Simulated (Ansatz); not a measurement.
The structure below was relaxed with plane-wave PAW DFT at the PBE-D3(BJ) level (Ansatz, a quantum-chemistry and plane-wave program, 420 eV), no spin-orbit coupling, at pressure 5 GPa.

Space group P-3m1 (No. 164); a = b = 3.5943 Å, c = 6.1694 Å, α = β = 90.00°, γ = 120.00°

| atom | site | symmetry | x | y | z |
|---|---|---|---|---|---|
| Ti | 1a | -3m. | 0.0000 | 0.0000 | 0.0000 |
| Te | 2d | 3m. | 0.3333 | 0.6667 | 0.2816 |

Write out a cell with all atoms.


```cif
data_Te2Ti
_chemical_formula_sum 'Ti1 Te2'
_space_group_name_H-M_alt 'P 1'
_space_group_IT_number 1
_cell_length_a 3.59429
_cell_length_b 3.59429
_cell_length_c 6.16936
_cell_angle_alpha 90.000
_cell_angle_beta 90.000
_cell_angle_gamma 120.000
loop_
_space_group_symop_operation_xyz
  'x, y, z'
loop_
_atom_site_label
_atom_site_type_symbol
_atom_site_fract_x
_atom_site_fract_y
_atom_site_fract_z
_atom_site_occupancy
Ti1 Ti 0.00000 0.00000 0.00000 1
Te1 Te 0.33333 0.66667 0.28162 1
Te2 Te 0.66667 0.33333 0.71838 1
```
This is the conventional cell.

Load acts through the strain it causes; cell and atoms are relaxed under it. Whether these cells are dynamically stable was not tested. No other phases were tried under pressure. The final runs are not spin-polarised. The cell was made from TiTe$_{2}$ in the CdI2 type structure (space group P-3m1, No. 164; layered, stacked along the Cartesian z axis) by this change: pressure 5 GPa.
